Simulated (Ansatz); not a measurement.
## What uniaxial strain ε_zz = −1.50 % does to WSi2

Start from WSi2 (space group I4/mmm, No. 139; a = 3.1853 Å, c = 7.7731 Å; relaxed with 0.1 eV smearing). Axes: x, y, z lie along a, b, c of the conventional cell.

Now apply this change: uniaxial strain ε_zz = −1.50 %, all other strain components held at zero; the atoms relax in the strained cell.

The values are results of Ansatz (a first-principles code) LDA, no SOC, not measurements. Γ-centred 25×25×25 mesh, Fermi–Dirac width 0.1 eV.

```tsv
quantity	base	changed	shift
volume per atom	13.14 Å³	12.95 Å³	-0.197 Å³
space group	I4/mmm (No. 139)	I4/mmm (No. 139)	–
shortest interatomic distance	2.571 Å	2.536 Å	-0.035 Å
energy relative to the base (free energy F)	0 meV/atom	+5.5 meV/atom	+5.5 meV/atom
pressure (mean of the normal stresses, compression positive)	0.0 GPa	4.1 GPa	+4.1 GPa
band gap	zero	zero	–
stress (xx, yy, zz, yz, xz, xy; compression positive)	–	(1.6, 1.6, 9.2, 0.0, 0.0, 0.0) GPa	–
```

Final structure:

```xyz
3
Lattice="-1.5926 1.5926 3.8283 1.5926 -1.5926 3.8283 1.5926 1.5926 -3.8283" Properties=species:S:1:pos:R:3 pbc="T T T"
Si     0.0000     0.0000     5.0961
Si     0.0000     0.0000     2.5605
W      0.0000     0.0000     0.0000
```

No phonon test of stability was made. All final runs are without spin polarisation.
